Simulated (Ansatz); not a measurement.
The reference is ZnS in the zinc blende structure (space group F-43m, No. 216).

```
ZnS
1.0
    0.00000     2.69456     2.69456
    2.69456     0.00000     2.69456
    2.69456     2.69456     0.00000
S Zn
1 1
Cartesian
  4.04183   4.04183   4.04183
  0.00000   0.00000   0.00000
```

Cartesian axes are those of the cell as printed.

All numbers come from r2SCAN (Ansatz, a quantum-chemistry and plane-wave program), no spin-orbit coupling.

Free-standing slabs (2 atom(s) a layer) normal to [110] with 15 Å of vacuum; in-plane cell held at bulk.

One change was made to it. Results:

The band gap increases by 0.303 eV (2.70 eV → 3.01 eV); the gap character is direct at Γ.

**Question.** What was done to the base?
A. 4 layers
B. 6 layers
C. 1 layer

**Answer.** A, 4 layers. For comparison, the band gap in the other runs: 6 layers gives 2.91 eV; 1 layer gives 2.86 eV.

Whether these cells are dynamically stable was not tested. k-point labels follow each cell's own Brillouin zone.
